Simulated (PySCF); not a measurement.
PySCF 2.14.0, PBE0/def2-svp: Al(H)(NMe2)(SH) (C[N](C)[AlH][SH]), 13 atoms. The geometry is a generated start, not checked to be a minimum at this level.

```json
{
 "task": "energy and gradient",
 "method": "pbe0",
 "basis": "def2-svp",
 "mol.max_memory": "7000 MB",
 "mf.init_guess": "minao (default)",
 "mf.DIIS": "CDIIS (default)",
 "mf.diis_space": "8 (default)",
 "mf.conv_tol": "1e-09 (default)",
 "mf.grids.level": "3 (default)",
 "basis functions (reference run)": "118",
 "grid points (reference run)": "158664"
}
```

```xyz
13

Al    -1.1625     0.6279    -0.7312
H     -2.3638    -0.2004    -1.1890
N      0.1758    -0.2200     0.1011
C      1.3254     0.3909     0.7466
C      0.1956    -1.6713     0.1727
H      1.3626     0.1306     1.8102
H      2.2623     0.0643     0.2828
H      1.2488     1.4754     0.6550
H      1.0426    -2.0872    -0.3828
H      0.2651    -2.0126     1.2107
H     -0.7301    -2.0534    -0.2604
S     -1.1468     2.7803    -1.1347
H     -2.4750     2.7755    -1.2811
```

The reference run uses exact four-centre integrals. Single runs; times are not shown.

Settings tried, all else as in the reference:
- density fitting of J alone, exact K
- density fitting, auxbasis = autoaux
- density fitting, auxbasis = def2-universal-jfit
- density fitting

Task: Which of these stay within 1.0 meV/atom in energy, 10 meV/Å in forces (largest component) of the reference run?

Result: Within it: density fitting, auxbasis = autoaux; density fitting; density fitting of J alone, exact K. Outside: density fitting, auxbasis = def2-universal-jfit.

```csv
setting,energy against the reference,difference in forces (largest component)
"density fitting, auxbasis = autoaux",+0.034 meV/atom,1.3 meV/Å
density fitting,−0.14 meV/atom,2.1 meV/Å
"density fitting of J alone, exact K",−0.25 meV/atom,2.4 meV/Å
"density fitting, auxbasis = def2-universal-jfit",+1800 meV/atom,1200 meV/Å
```

Total energies are compared; such shifts often cancel in part in energy differences. def2-universal-jfit is made for Coulomb alone and misses functions that exchange needs. Also tried and not ranked: density fitting, auxbasis = def2-universal-jkfit (same energy as a listed run); COSX exchange (sgx_fit, pjs) with fitted J, mf.with_df.grids_level_i = 1, mf.with_df.grids_level_f = 1 (gradient came out as NaN); COSX exchange (sgx_fit, pjs) with fitted J, mf.with_df.grids_level_i = 1, mf.with_df.grids_level_f = 2 (default) (gradient came out as NaN); COSX exchange (sgx_fit, pjs) with fitted J, mf.with_df.grids_level_i = 1, mf.with_df.grids_level_f = 3 (gradient came out as NaN); COSX exchange (sgx_fit, pjs) with fitted J, mf.with_df.grids_level_i = 1, mf.with_df.grids_level_f = 4 (gradient came out as NaN). The tolerance is a choice made for this comparison.
